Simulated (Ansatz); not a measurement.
Consider WSi$_{2}$ (space group I4/mmm, No. 139; a = 3.229 Å, c = 7.868 Å).

All numbers come from PBE (Ansatz, a program for electronic structure), without spin-orbit coupling, earlier PAW set.

One change was made to it. Results:

The volume per atom drops by 1.41 Å³, from 13.68 Å³ to 12.27 Å³; the c/a ratio rises by 0.021 (2.436 → 2.457).

Problem. Name the change that was made.
A. pressure 30 GPa
B. pressure 75 GPa
C. pressure 3 GPa
D. pressure −1 GPa
E. pressure 15 GPa

Solution. A, pressure 30 GPa. For comparison, the volume per atom in the other runs: pressure 75 GPa gives 11.01 Å³; pressure 3 GPa gives 13.49 Å³; pressure −1 GPa gives 13.74 Å³; pressure 15 GPa gives 12.87 Å³.

Load acts through the strain it causes; cell and atoms are relaxed under it. Whether these cells are dynamically stable was not tested. Competing high-pressure phases were not computed. All final runs are without spin polarisation.
